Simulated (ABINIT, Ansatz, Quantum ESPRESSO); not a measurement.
**One structure in several programs: Tl (P6_3/mmc, 2 atoms in the cell)**

Self-consistent single point.

```
Tl
1.0
    3.56099     0.00000     0.00000
   -1.78050     3.08391     0.00000
    0.00000     0.00000     5.74933
Tl
2
Direct
  0.33333   0.66667   0.25000
  0.66667   0.33333   0.75000
```

Shared settings, as Ansatz (a program for electronic structure) writes them: kpoints.mp_grid.grid = 7 7 4; magnetization.spin_orbit = true; scf.occupations.method = gaussian; scf.occupations.width = 0.272 eV. Potentials and cutoffs stand in the table.

```json
[
 {"code": "ABINIT", "model": "PBE, spin-orbit coupling, norm-conserving pseudopotentials (PseudoDojo nc-fr-04 PBE standard)", "pressure (GPa)": "-0.45", "cutoff": "844 eV"},
 {"code": "Quantum ESPRESSO", "model": "PBE, spin-orbit coupling, PSlibrary fully relativistic PAW (PBE) pseudopotentials", "pressure (GPa)": "-0.82", "cutoff": "50 Ry"},
 {"code": "Ansatz", "model": "PBE with spin-orbit coupling, PAW files", "pressure (GPa)": "-0.48", "cutoff": "default"}
]
```

The spread over the programs that give each value: pressure within 0.37 GPa.

Ansatz's pressure is given at a fixed set of plane waves, as the other plane-wave codes print theirs; with its correction for the finite basis it is -0.43 GPa.

The starting cell comes from a database of computed structures (which also holds hypothetical and non-ambient phases and stackings), without a prior relaxation at this level. Its lattice was rescaled by a random factor within 2.5 % of one.

Left out of this page: Elk and FLEUR (with a known weakness of the program); SIESTA (not drawn, or without a comparable value).

Keys are those of Ansatz 0.2.
